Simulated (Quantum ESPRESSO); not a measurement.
## How far to go with the plane-wave cutoff: In (I4/mmm, 1 atom in the cell)

```
In
1.0
    1.62987    -1.62987     2.48243
    1.62987     1.62987     2.48243
   -1.62987    -1.62987     2.48243
In
1
Direct
  0.00000   0.00000   0.00000
```

Level of theory: PBE, PseudoDojo standard norm-conserving (PBE) pseudopotentials (plane waves; Quantum ESPRESSO).

Base settings: ecutwfc = 70 Ry; occupations = smearing; smearing = fermi-dirac; degauss = 0.0073499 Ry; potentials = {In: In.upf}; K_POINTS = automatic 7 7 7 0 0 0; conv_thr = 1e-11 Ry; mixing_beta = 0.5.

The second cell is the first with its lattice scaled by 0.98.

The mesh stays at the base's, so the ladder's end is converged at best in this setting alone.

Only quantities that move along the ladder and can be compared are tabulated.

The count of work is k-points × plane waves × bands × iterations; it is no time. 

The starting cell has typed, rounded lattice constants, without a prior relaxation at this level. Its lattice was rescaled by up to half a per cent.

Steps (ecutwfc): 24 Ry; 28 Ry; 32 Ry; 35 Ry; 38 Ry; 42 Ry; 49 Ry; 56 Ry; 63 Ry; 70 Ry; 77 Ry; 84 Ry; 94 Ry; 105 Ry; 122 Ry; 140 Ry; 168 Ry.

Question: What is the coarsest ecutwfc that holds the energy of the compressed cell less the first within 1 meV/atom of the last step, with all finer ones?

Answer: 49 Ry, at 0.18 of the last step's count of work; the step before is off by 20 meV/atom.

Question: What is the coarsest ecutwfc that holds the free energy within 5 meV/atom of the last step, with all finer ones?

Answer: 70 Ry, at 0.27 of the last step's count of work; the step before is off by 6.4 meV/atom.

Question: What is the coarsest ecutwfc that holds the pressure within 0.05 GPa of the last step, with all finer ones?

Answer: 70 Ry, at 0.27 of the last step's count of work; the step before is off by 0.71 GPa.

| ecutwfc | free energy less the last step's (meV/atom) | energy of the compressed cell less the first (meV/atom) | pressure (GPa) | count of work / last |
|---|---|---|---|---|
| 24 Ry | 75934.63 | 34.26 | -960.17 | 0.078 |
| 28 Ry | 43870.80 | 40.04 | -718.65 | 0.087 |
| 32 Ry | 23952.67 | 4.50 | -496.99 | 0.11 |
| 35 Ry | 14491.90 | 15.83 | -356.27 | 0.11 |
| 38 Ry | 8420.05 | 11.68 | -243.12 | 0.14 |
| 42 Ry | 3803.62 | 5.17 | -134.68 | 0.16 |
| 49 Ry | 745.47 | 24.72 | -37.01 | 0.18 |
| 56 Ry | 96.32 | 24.65 | -6.03 | 0.20 |
| 63 Ry | 6.44 | 24.95 | 0.51 | 0.23 |
| 70 Ry | 0.94 | 24.95 | 1.21 | 0.27 |
| 77 Ry | 0.74 | 24.95 | 1.20 | 0.31 |
| 84 Ry | 0.50 | 24.94 | 1.21 | 0.36 |
| 94 Ry | 0.46 | 24.94 | 1.21 | 0.42 |
| 105 Ry | 0.24 | 24.94 | 1.21 | 0.50 |
| 122 Ry | 0.12 | 24.94 | 1.22 | 0.62 |
| 140 Ry | 0.05 | 24.94 | 1.21 | 0.76 |
| 168 Ry | 0.00 | 24.94 | 1.22 | 1.0 |

The energy difference between the two cells stays within 1 meV/atom of the last step's from 49 Ry on, the total only from 70 Ry on: much of the error is common to both cells and cancels.

At the lowest cutoff the pressure lies 961 GPa under the last step's, the usual sign of Pulay stress in an incomplete plane-wave basis.
